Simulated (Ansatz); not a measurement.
The reference is InAgTe$_{2}$ in the chalcopyrite structure (space group I-42d, No. 122; a = 6.432 Å, c = 12.766 Å). Axes: x, y, z lie along a, b, c of the conventional cell.

Computed with PBEsol in Ansatz (plane waves to 420 eV, PAW, scalar-relativistic without spin-orbit coupling).

One thing is altered: uniaxial strain ε_zz = −1.50 %, all other strain components held at zero, atoms relaxed at fixed cell.

Problem. Predict the stress tensor and what it implies for the stiffness.

Solution. Stress of the strained cell less that of the base (GPa, compression positive):
```
   0.61    0.00    0.00
   0.00    0.61    0.00
   0.00    0.00    0.86
```

Then −Δσ_ii/ε with ε = -0.0150 gives secant stiffness values (nonlinear terms included at this strain): C33 ≈ 57 GPa, C13 ≈ 41 GPa and C23 ≈ 41 GPa.

No phonon test of stability was made.

Ansatz is a first-principles code.
